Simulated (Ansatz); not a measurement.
CaMoO4 (I4₁/a, No. 88), treated with r²SCAN-D4 (Ansatz, a first-principles code, plane waves, PAW).

Run with plane-wave cutoff 500 eV, 10×10×10 k mesh, gaussian smearing 0.02 eV, no spin polarisation, scalar-relativistic PAW data made under PBE.

Cell (relaxed at this level):

Space group I4₁/a, origin choice 1 (No. 88); a = 5.209 Å, b = 5.209 Å, c = 11.332 Å, α = 90.00°, β = 90.00°, γ = 90.00°

```csv
atom,site,symmetry,x,y,z
Ca,4b,-4..,0.0000,0.0000,0.5000
Mo,4a,-4..,0.0000,0.0000,0.0000
O,16f,1,0.2428,0.1517,0.0851
```
(The calculation used a cell of 12 atoms; values per cell refer to that cell.)

Question: Estimate the band gap that the calculation returns.

Answer: 
- band gap: 3.80 eV (on the SCF k mesh)

Note: a distance lies near a switch of the dispersion term, which can move the cell.

Spin–orbit coupling is not included.

Computed values are for the static lattice.
